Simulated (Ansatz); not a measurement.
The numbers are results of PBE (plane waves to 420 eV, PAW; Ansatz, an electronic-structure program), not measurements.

Planar average of the electrostatic potential across the slab, in eV from the Fermi level, for S on the 1x1 (111) surface of fcc Ni, ferromagnetic, one in a 1x1 cell, started at the site 'top Ni':

| z (Å) | V (eV) |
|---|---|
| 5.38 | 5.07 |
| 5.67 | 5.07 |
| 5.95 | 5.07 |
| 6.23 | 5.06 |
| 6.52 | 5.06 |
| 6.80 | 5.04 |
| 7.08 | 5.02 |
| 7.37 | 4.97 |
| 7.65 | 4.86 |
| 7.93 | 4.63 |
| 8.22 | 4.16 |
| 8.50 | 3.16 |
| 8.78 | 1.03 |
| 9.07 | -5.02 |
| 9.35 | -14.27 |
| 9.63 | -20.24 |
| 9.92 | -19.00 |
| 10.20 | -11.40 |
| 10.48 | -3.01 |
| 10.77 | -0.51 |
| 11.05 | -4.84 |
| 11.33 | -13.78 |
| 11.62 | -20.13 |
| 11.90 | -19.52 |
| 12.18 | -12.33 |
| 12.47 | -3.62 |
| 12.75 | -0.32 |
| 13.03 | -3.54 |
| 13.32 | -12.21 |
| 13.60 | -19.42 |
| 13.88 | -20.06 |
| 14.17 | -13.72 |
| 14.45 | -4.75 |
| 14.73 | -0.36 |
| 15.02 | -2.40 |
| 15.30 | -10.46 |
| 15.58 | -18.45 |
| 15.87 | -20.60 |
| 16.15 | -15.49 |
| 16.43 | -6.53 |
| 16.72 | -0.51 |
| 17.00 | -0.38 |
| 17.28 | -5.40 |
| 17.57 | -13.04 |
| 17.85 | -16.30 |
| 18.13 | -15.84 |
| 18.42 | -11.63 |
| 18.70 | -3.69 |
| 18.98 | 1.30 |
| 19.27 | 3.18 |
| 19.55 | 3.92 |
| 19.83 | 4.20 |
| 20.12 | 4.31 |
| 20.40 | 4.36 |
| 20.68 | 4.38 |
| 20.97 | 4.38 |
| 21.25 | 4.39 |
| 21.53 | 4.39 |
| 21.82 | 4.39 |
| 22.10 | 4.39 |
| 22.38 | 4.39 |

Slab: 5 atoms, 6.0 Å thick at the start under the adsorbate (thin: gaps and levels are the slab's own); k 14x14x1, smearing 0.1 eV, dipole-corrected; 2 atoms held, the rest relaxed; start symmetry kept, larger cells not searched; spin-polarised, no spin-orbit, no U, no dispersion correction. At the end it is bonded to Ni. In PBE it is, or lies within 0.03 eV of, the lowest of the starts that converged.

Question: The surface cell has an area of 5.36 Å². What dipole along the normal does the step between the two vacuum levels imply?

Answer: the top vacuum level lies 0.68 eV below the bottom one; p = −ε₀ A ΔV (ε₀ = 0.005526 e/(V·Å)) gives 0.02 e·Å a cell.
